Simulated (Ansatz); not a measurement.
We consider PbS (model structure, started from the zincblende type, F-43m, No. 216, 2 atoms in the cell), described by G0W0@PBEsol (hard PAW, contour deformation, complete-basis limit; Ansatz, an electronic-structure program).

Run with largest k mesh 8×8×8 (not extrapolated in the mesh).

Cell (relaxed with PBEsol):

Space group F-43m (No. 216); a = b = c = 6.5440 Å, α = β = γ = 90.00°

| atom | site | symmetry | x | y | z |
|---|---|---|---|---|---|
| S | 4c | -43m | 0.2500 | 0.2500 | 0.2500 |
| Pb | 4a | -43m | 0.0000 | 0.0000 | 0.0000 |
(The calculation used a cell of 2 atoms; values per cell refer to that cell.)

**Question.** Predict the band gap.

**Answer.** 
- band gap: 1.30 eV

Note: filled d or f shells below the valence bands can shift G0W0 gaps through exchange with them, which wasn't tested here; the relaxation could raise the start's symmetry but not lower it, so the cell can be a saddle point; the gap holds a correction of +0.24 eV to the complete basis, taken at k points off the band edges.

Spin–orbit coupling is not included; with these elements it can move the gap by several tenths of an eV or more.

A model structure was made by putting elements into a prototype or built by hand; it is no filed structure, need not be a known phase, and can be a saddle point held by its symmetry.
